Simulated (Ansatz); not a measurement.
Input and output of a self-consistent single point for the (111) slab of ZrCu5 (cut from a parent of space group no. 216; 12 atoms in the cell) (Ansatz, an electronic-structure program).

Method: LDA (PW92), default PAW files made with PBE (plane waves; Ansatz).

The change in words: vacuum of 7 angstrom (first run: 14 Å). Reference geometry:
```
CELL_PARAMETERS angstrom
      4.83913     0.00000     0.00000
      2.41956     4.19081     0.00000
      0.00000     0.00000    20.41712
ATOMIC_POSITIONS crystal
  Cu 0.76692 0.76692 0.41524
  Cu 0.26811 0.26811 0.34285
  Cu 0.76455 0.26811 0.34285
  Cu 0.26811 0.76455 0.34285
  Cu 0.43359 0.43359 0.43892
  Cu 0.10025 0.10025 0.60877
  Cu 0.60144 0.60144 0.53637
  Cu 0.09788 0.60144 0.53637
  Cu 0.60144 0.09788 0.53637
  Cu 0.76692 0.76692 0.63244
  Zr 0.10025 0.10025 0.46363
  Zr 0.43359 0.43359 0.65715
```

Reference input (self-consistent single point, DFT, LDA (PW92), plane waves, default PAW files made with PBE): basis.ecutwfc = 420 eV; kpoints.mp_grid.grid = 5 5 1; hamiltonian.xc = lda; hamiltonian.pseudopotentials = {kind: paw} (the program's default PAW files); scf.occupations.method = fermi_dirac; scf.occupations.width = 0.1 eV. This run's input differs from it in these lines:

Ansatz 0.2 input:
```diff
@@ -4,16 +4,16 @@
     - [2.41956400, 4.19080800, 0.00000000]
-    - [0.00000000, 0.00000000, 20.41711900]
+    - [0.00000000, 0.00000000, 13.41710100]
   atoms:
-    - { symbol: Cu, position: [0.76692000, 0.76692000, 0.41524500] }
-    - { symbol: Cu, position: [0.26810700, 0.26810700, 0.34285000] }
-    - { symbol: Cu, position: [0.76454700, 0.26810700, 0.34285000] }
-    - { symbol: Cu, position: [0.26810700, 0.76454700, 0.34285000] }
-    - { symbol: Cu, position: [0.43358700, 0.43358700, 0.43892200] }
-    - { symbol: Cu, position: [0.10025300, 0.10025300, 0.60876900] }
-    - { symbol: Cu, position: [0.60144000, 0.60144000, 0.53636900] }
-    - { symbol: Cu, position: [0.09788000, 0.60144000, 0.53636900] }
-    - { symbol: Cu, position: [0.60144000, 0.09788000, 0.53636900] }
-    - { symbol: Cu, position: [0.76692000, 0.76692000, 0.63244000] }
-    - { symbol: Zr, position: [0.10025300, 0.10025300, 0.46362600] }
-    - { symbol: Zr, position: [0.43358700, 0.43358700, 0.65715000] }
+    - { symbol: Cu, position: [0.76692000, 0.76692000, 0.37102600] }
+    - { symbol: Cu, position: [0.26810700, 0.26810700, 0.26086100] }
+    - { symbol: Cu, position: [0.76454700, 0.26810700, 0.26086100] }
+    - { symbol: Cu, position: [0.26810700, 0.76454700, 0.26086100] }
+    - { symbol: Cu, position: [0.43358700, 0.43358700, 0.40705600] }
+    - { symbol: Cu, position: [0.10025300, 0.10025300, 0.66551600] }
+    - { symbol: Cu, position: [0.60144000, 0.60144000, 0.55534400] }
+    - { symbol: Cu, position: [0.09788000, 0.60144000, 0.55534400] }
+    - { symbol: Cu, position: [0.60144000, 0.09788000, 0.55534400] }
+    - { symbol: Cu, position: [0.76692000, 0.76692000, 0.70153700] }
+    - { symbol: Zr, position: [0.10025300, 0.10025300, 0.44464900] }
+    - { symbol: Zr, position: [0.43358700, 0.43358700, 0.73913900] }
 basis:
```

The program printed (abridged):

```
SCF iter   1: F=—  HF=-73708.096463 eV  |F-HF|=—  |Δ(HF+E_count)|=         —  Δρ=1.69e-2  dr2=7.34e0  ethr=1.77e-3  ⟨swp⟩=6.0  Hψ=2416  notcnv=0  defer=14
all-band conjugate gradients solve this SCF's bands
preconditioner: auto → LDOS
SCF iter   2: F=—  HF=-73708.371691 eV  |F-HF|=—  |Δ(HF+E_count)|=   2.75e-1  Δρ=4.10e-2  dr2=2.71e0  ethr=1.77e-3  ⟨swp⟩=3.0  Hψ=1131  notcnv=0  defer=25
   [... lines left out ...]
SCF iter  10: F=—  HF=-73707.766218 eV  |F-HF|=—  |Δ(HF+E_count)|=   6.63e-7  Δρ=3.21e-5  dr2=2.47e-6  ethr=4.68e-9  ⟨swp⟩=2.0  Hψ=909  notcnv=0  defer=25
SCF iter  11: F=—  HF=-73707.766218 eV  |F-HF|=—  |Δ(HF+E_count)|=   7.33e-8  Δρ=1.44e-5  dr2=5.25e-7  ethr=1.15e-9  ⟨swp⟩=2.0  Hψ=897  notcnv=0  defer=25
SCF iter  12: F=—  HF=-73707.766218 eV  |F-HF|=—  |Δ(HF+E_count)|=   8.24e-8  Δρ=7.47e-6  dr2=1.46e-7  ethr=2.45e-10  ⟨swp⟩=2.0  Hψ=907  notcnv=0  defer=25
SCF iter  13: F=-73707.766218 eV  HF=-73707.766218 eV  |F-HF|=2.03e-8  |Δ(HF+E_count)|=   9.91e-9  Δρ=3.39e-6  dr2=2.83e-8  ethr=4.67e-11  ⟨swp⟩=11.8  Hψ=2547  notcnv=0
SCF 1 converged in 13 iterations: F = -73707.766218 eV  dr2 = 2.83e-8
Free energy (F): -73707.766218 eV
Internal energy: -73707.526838 eV  (E = F + TS)
E sigma→0 (E₀):  -73707.646528 eV
Entropy (-TS):   -0.239380 eV (-19.948 meV/atom)
Fermi energy:    7.983409 eV
--- Forces (eV/Å), atoms counted from 1 ---
  atom   1  Cu    -0.00000000     0.00000000     0.14100384
  atom   2  Cu    -0.41822852    -0.24146435     0.55110253
  atom   3  Cu     0.41822852    -0.24146435     0.55110253
  atom   4  Cu    -0.00000000     0.48292869     0.55110253
  atom   5  Cu     0.00000000    -0.00000000    -0.21082457
  atom   6  Cu     0.00000000     0.00000000    -0.35408051
  atom   7  Cu    -0.15422164    -0.08903991     0.18459097
  atom   8  Cu     0.15422164    -0.08903991     0.18459097
   [... lines left out ...]
  atom  12  Zr     0.00000000    -0.00000000    -1.96239155
--- Stress (GPa, compression-positive) ---
       -8.672993      -0.000000       0.000000
       -0.000000      -8.672993      -0.000000
        0.000000      -0.000000      -6.113843
  P = ⅓ Tr σ = -7.8199 GPa (-78.199 kbar)
  The stress holds the Pulay correction. Without it, at fixed plane waves, as pw.x and ABINIT print it: P = -7.8657 GPa
```

The run converged in 13 iterations. Against the reference run the free energy goes down by 1.4 meV/atom and the largest force goes from 2.018 to 1.962 eV/Å.

The starting cell comes from a database of computed structures (which also holds hypothetical and non-ambient phases and stackings), without a prior relaxation at this level. The slab is cut from that crystal, and its faces are unrelaxed. Its lattice was rescaled by up to half a per cent. Spin polarisation is off. The two faces of this cut differ, and no dipole correction was used. Forces in this geometry exceed 1 eV/Å.
